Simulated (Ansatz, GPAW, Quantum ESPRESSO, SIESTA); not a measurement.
# One structure in several programs: Au (Fm-3m, 1 atom in the cell)

Relaxation of cell and atoms.

```yaml
crystal:
  lattice:
    - [0.00000, 2.11693, 2.11693]
    - [2.11693, 0.00000, 2.11693]
    - [2.11693, 2.11693, 0.00000]
  atoms:
    - { symbol: Au, position: [0.00000, 0.00000, 0.00000] }
```

Shared settings, as Ansatz (a program for electronic structure) writes them: kpoints.mp_grid.grid = 13 13 13; scf.occupations.method = gaussian; scf.occupations.width = 0.136 eV. Potentials and cutoffs stand in the table.

```tsv
code	model	final volume (Å³/atom)	cutoff
SIESTA	GGA PBE, numerical atomic orbitals TZP, PseudoDojo PBE standard norm-conserving potentials (rewritten from UPF to PSML)	17.60	grid 400 Ry
GPAW	PBE, GPAW PAW datasets PBE (gpaw-data 1.0.1)	18.14	600 eV
Quantum ESPRESSO	PBE, GBRV 1.5 ultrasoft (PBE) pseudopotentials	17.89	40 Ry
Ansatz	PBE, default PAW files	17.94	420 eV
```

On Ansatz's run: spin-orbit coupling is off.

The spread over the programs that give each value: final volume within 0.54 Å³/atom.

SIESTA uses small atom-centred bases, whose incompleteness enters pressures, forces and empty levels differently from a plane-wave cutoff. The programs treat the finite-basis stress differently while the cell relaxes: Ansatz adds an estimate of it.

The starting cell comes from a database of computed structures (which also holds hypothetical and non-ambient phases and stackings), without a prior relaxation at this level. Its lattice was rescaled by a random factor within 2.5 % of one.

Keys are those of Ansatz 0.2.
